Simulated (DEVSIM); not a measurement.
GaP p-n junction from an implanted or diffused profile

Device: GaP p-n junction from an implanted or diffused profile, at 300 K.

| layer (left to right) | material | thickness (μm) | Nd (cm⁻³) | τn (s) | τp (s) |
|---|---|---|---|---|---|
| 1 | GaP | 41.0 | 2e14 | 3.9e-7 | 3.9e-7 |

Added acceptor profile: 2.2e18 cm⁻³ × exp(−(x − 0.083 μm)²/(2·(0.22 μm)²)). Left contact: ohmic. Right contact: ohmic. Voltage is applied to the left contact. Recombination: SRH at mid-gap, radiative, Auger. Mobility is μmin + (μ − μmin)/(1 + (N/Nref)^α).

The device is made up for the run: typed textbook-type constants, with dimensions and the other settings drawn at random. Values at 300 K.

| parameter | GaP |
|---|---|
| gap (eV) | 2.26 |
| affinity (eV) | 3.8 |
| permittivity | 11.1 |
| Nc (cm⁻³) | 1.8e19 |
| Nv (cm⁻³) | 1.9e19 |
| μn (cm²/Vs) | 250 |
| μp (cm²/Vs) | 150 |
| μn,min | 10 |
| μp,min | 10 |
| Nref,n | 4.4e18 |
| Nref,p | 1e18 |
| αn | 0.8 |
| αp | 0.85 |
| B (cm³/s) | 1e-13 |
| Cn (cm⁶/s) | 1e-30 |
| Cp (cm⁶/s) | 1e-30 |

Model (solved in DEVSIM): 1D drift-diffusion, Boltzmann statistics, complete ionisation; no tunnelling, impact ionisation, image-force lowering or self-heating.

```yaml
potential_step_across_the_device_at_zero_bias: 1.908 V
Dark forward voltage at 1 A/cm²: 1.858 V
Dark forward voltage at 100 A/cm²: 3.063 V
```

Small-signal capacitance in reverse bias (quasi-static):

```json
[
 {"V (V)": "-0.04", "C (nF/cm²)": "2.96"},
 {"V (V)": "-0.1", "C (nF/cm²)": "2.91"},
 {"V (V)": "-0.2", "C (nF/cm²)": "2.83"},
 {"V (V)": "-0.3", "C (nF/cm²)": "2.76"},
 {"V (V)": "-0.4", "C (nF/cm²)": "2.69"},
 {"V (V)": "-0.6", "C (nF/cm²)": "2.58"},
 {"V (V)": "-0.8", "C (nF/cm²)": "2.47"},
 {"V (V)": "-1", "C (nF/cm²)": "2.38"},
 {"V (V)": "-1.3", "C (nF/cm²)": "2.26"},
 {"V (V)": "-1.6", "C (nF/cm²)": "2.15"},
 {"V (V)": "-2", "C (nF/cm²)": "2.04"}
]
```

Dark forward current:

```csv
V (V),J (A/cm²)
0.50,8.4e-14
0.75,1.2e-11
0.85,8.9e-11
0.95,6.6e-10
1.05,5.0e-9
1.15,3.8e-8
1.25,3.1e-7
1.30,9.2e-7
1.40,1.0e-5
1.50,0.00022
1.60,0.0067
1.70,0.088
1.80,0.45
1.90,1.7
2.00,4.9
2.10,11
2.20,20
2.30,30
2.40,41
2.50,52
2.60,62
2.65,67
2.75,76
2.85,84
2.95,92
3.05,99
3.15,110
3.25,110
```
